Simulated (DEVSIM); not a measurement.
System: abrupt GaAs n-p junction, at 250 K.

```tsv
layer (left to right)	material	thickness (μm)	Nd (cm⁻³)	Na (cm⁻³)	τn (s)	τp (s)
1	GaAs	2.20	3.5e16	-	3.3e-10	3.3e-10
2	GaAs	0.870	-	4.2e16	3.3e-10	3.3e-10
```

Left contact: ohmic. Right contact: ohmic. Voltage is applied to the left contact. Recombination: SRH at mid-gap, Auger. Mobility is μmin + (μ − μmin)/(1 + (N/Nref)^α).

Constants are typed, rounded textbook-type inputs, not results; the design itself was drawn at random and stands for no fabricated device. Values at 300 K; Nc and Nv go as T^1.5, mobilities as T to minus their exponent, the gap by Varshni's rule with the affinity fixed.

```csv
parameter,GaAs
gap (eV),1.424
affinity (eV),4.07
permittivity,12.9
Nc (cm⁻³),4.7e17
Nv (cm⁻³),9e18
μn (cm²/Vs),8500
μp (cm²/Vs),400
"μn,min",500
"μp,min",20
"Nref,n",6e16
"Nref,p",1.5e17
αn,0.39
αp,0.38
T exponent of μn,2.1
T exponent of μp,2.2
Cn (cm⁶/s),1e-30
Cp (cm⁶/s),1e-30
Varshni α (eV/K),0.000541
Varshni β (K),204
```

DEVSIM, 1D drift-diffusion, Boltzmann statistics, complete ionisation; no tunnelling, impact ionisation, image-force lowering or self-heating.

The doping Nd of layer 1 was swept, all else fixed.

```csv
doping Nd of layer 1 (cm^-3),dark forward voltage at 100 A/cm² (V),largest field in the device at zero bias (V/cm),dark forward voltage at 1 A/cm² (V),potential step across the device at zero bias (V)
1e15,1.175,19000,1.034,1.210
3.5e15,1.178,33000,1.056,1.237
1e16,1.182,53000,1.070,1.259
3.5e16,1.185,82000,1.079,1.286
1e17,1.185,100000,1.081,1.309
```

From the first row to the last the dark forward voltage at 100 A/cm² goes from 1.175 to 1.185. From the first row to the last the largest field in the device at zero bias goes from 19000 to 100000.
